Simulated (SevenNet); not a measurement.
## B20 (FeSi-type) CoSi

Computed with the machine-learned potential SevenNet-l3i5 (trained on PBE and PBE+U data).

Cell (relaxed at this level):

Space group P2₁3 (No. 198); a = b = c = 4.4313 Å, α = β = γ = 90.00°

```tsv
atom	site	symmetry	x	y	z
Co	4a	.3.	0.1455	0.1455	0.1455
Si	4a	.3.	0.8432	0.8432	0.8432
```

```
Property                            Result
---------------------------  -------------
lattice parameter a                4.431 Å
equilibrium volume per atom  10.88 Å³/atom
```

Measured, for comparison: lattice constant a 4.444 Å, equilibrium volume per atom 10.97 Å³/atom (temperature not stated, no zero-point or thermal correction; as tabulated in Wikipedia's data pages). Computed (rounded) less measured: lattice constant a -0.3 %, equilibrium volume per atom -0.8 %. A static lattice is as a rule a little smaller and stiffer than an uncorrected measurement, which can account for part of this.

A machine-learned potential is trained on density-functional data: it inherits that level's misses and adds fitting errors of its own.
